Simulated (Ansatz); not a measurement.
Base system: TiSi$_{2}$ (space group Fddd, No. 70; a = 4.760 Å, b = 8.180 Å, c = 8.500 Å). Axes: x, y, z lie along a, b, c of the conventional cell.

Level of theory: Kohn–Sham DFT with the PBEsol functional, run in Ansatz (a program for electronic structure) with PAW and 420 eV plane waves, no SOC.

For the base:

- Pressure: 0.0 GPa
- Shortest interatomic distance: 2.517 Å

Modification: a pure shear with ε_xz = ε_zx = -0.0097; the atoms relax in the strained cell.

Task: How does this affect the largest internal atomic displacement, pressure, shortest interatomic distance and energy relative to the base?

Result: The largest internal atomic displacement comes out as 0.017 Å; the pressure (mean of the normal stresses, compression positive) stays 0.0 GPa; the shortest interatomic distance drops by 0.0104 Å to 2.506 Å; the energy rises by 1.8 meV/atom.

Without a gap, meshes like the base's 13×13×13 leave anisotropic stresses uncertain by several tenths of a GPa, and small strain energies with them. No phonon test of stability was made. The final runs are not spin-polarised.
